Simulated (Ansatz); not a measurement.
The starting structures come from a database of crystals and need not be the phases stable at ambient conditions.

 Where the default PAW files enter, the runs use the earlier of Ansatz's two default sets.

The decay constant κ of evanescent states in the gap governs leakage through a thin film.

```
CELL_PARAMETERS angstrom
      4.18806     0.00000     0.00000
      0.00000     7.61848     0.00000
      0.00000     0.00000     4.18806
ATOMIC_POSITIONS crystal
  Pb 0.50000 0.19476 0.00000
  Pb 0.00000 0.80524 0.50000
  Br 0.00000 0.35372 0.50000
  Br 0.50000 0.64628 0.00000
  F  0.50000 0.00000 0.50000
  F  0.00000 0.00000 0.00000
```

Space group of this cell: P4/nmm. The cell was relaxed by PBE-D3(BJ).

Transport runs along the normal of the first two printed cell vectors, the (100) plane of the conventional cell.

The gap is the functional's own, uncorrected, and κ follows it; spin-orbit coupling is left out. Mid-gap values are interpolated between the computed energies.

**Question.** Predict the band gap and the smallest decay constant κ at mid-gap from r2SCAN (Ansatz, a first-principles code).

**Answer.** Gap 3.05 eV on a 8×4×8 mesh; κ = 0.327 1/Å, at (0.375, 0.500) of the in-plane reciprocal vectors. At the zone centre, at the nearest computed energy, the slowest state has κ = 0.43 1/Å.
